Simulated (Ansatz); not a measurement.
We consider HfO₂ (Pbca, No. 61, 24 atoms in the cell; start mp-1858; a measured phase of this formula has another space group), described by r²SCAN in Ansatz (plane waves, PAW).

Run with plane-wave cutoff 560 eV, 8×4×8 k mesh (along the axes of the cell as run), Fermi–Dirac smearing 0.01 eV, scalar-relativistic PAW data made under PBE.

Cell (relaxed at this level):

```cif
data_Hf8O16
_chemical_formula_sum 'Hf8 O16'
_space_group_name_H-M_alt 'P 1'
_space_group_IT_number 1
_cell_length_a 5.06318
_cell_length_b 10.01210
_cell_length_c 5.22962
_cell_angle_alpha 90.000
_cell_angle_beta 90.000
_cell_angle_gamma 90.000
loop_
_space_group_symop_operation_xyz
  'x, y, z'
loop_
_atom_site_label
_atom_site_type_symbol
_atom_site_fract_x
_atom_site_fract_y
_atom_site_fract_z
_atom_site_occupancy
Hf1 Hf 0.75466 0.11550 0.46490 1
Hf2 Hf 0.24534 0.88450 0.53510 1
Hf3 Hf 0.74534 0.88450 0.96490 1
Hf4 Hf 0.25466 0.11550 0.03510 1
Hf5 Hf 0.25466 0.38450 0.53510 1
Hf6 Hf 0.74534 0.61550 0.46490 1
Hf7 Hf 0.24534 0.61550 0.03510 1
Hf8 Hf 0.75466 0.38450 0.96490 1
O1 O 0.99766 0.47713 0.26149 1
O2 O 0.00234 0.52287 0.73851 1
O3 O 0.50234 0.52287 0.76149 1
O4 O 0.49766 0.47713 0.23851 1
O5 O 0.49766 0.02287 0.73851 1
O6 O 0.50234 0.97713 0.26149 1
O7 O 0.00234 0.97713 0.23851 1
O8 O 0.99766 0.02287 0.76149 1
O9 O 0.62728 0.28981 0.62588 1
O10 O 0.37272 0.71019 0.37412 1
O11 O 0.87272 0.71019 0.12588 1
O12 O 0.12728 0.28981 0.87412 1
O13 O 0.12728 0.21019 0.37412 1
O14 O 0.87272 0.78981 0.62588 1
O15 O 0.37272 0.78981 0.87412 1
O16 O 0.62728 0.21019 0.12588 1
```

Give the computed band gap, smallest direct gap on the k points sampled and Γ–Γ gap.


* **band gap**: 4.84 eV
* **smallest direct gap on the k points sampled**: 5.00 eV
* **Γ–Γ gap**: 5.08 eV

Spin–orbit coupling is not included.

Cost on a shared machine: roughly 5 core-minutes.

A start named mp-… is a Materials Project structure, which need not be a measured phase.

Ansatz is a first-principles code.
